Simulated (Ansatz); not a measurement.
Consider the following.

```xyz
4
Lattice="4.1722 0.0000 0.0000 0.0000 4.4932 0.0000 0.0000 0.0000 18.8306" Properties=species:S:1:pos:R:3 pbc="T T T"
Ge     3.1291     3.9437    10.6457
Ge     1.0430     1.6970     8.1849
Se     1.0430     2.2327    10.6520
Se     3.1291    -0.0139     8.1786
```

Computed with PBE, rigid bands (plane waves, PAW, scalar-relativistic; Ansatz, an electronic-structure program). Condition of this run: biaxial strain +5 %. Cell: cell and atoms relaxed with PBE, then loaded as said.

### Question
What conductivity effective mass do dilute electrons have at 300 K?

### Answer
0.37 (x), 0.25 (y) mₑ.

### Question
And the band gap?

### Answer
1.45 eV at this level; semilocal functionals usually fall short of the measured gap.

Rigid bands, one relaxation time for all states, no polarons. Spin-orbit coupling is left out; where it splits the top of the valence band it changes the hole mass and lowers the gap by about a third of the splitting.
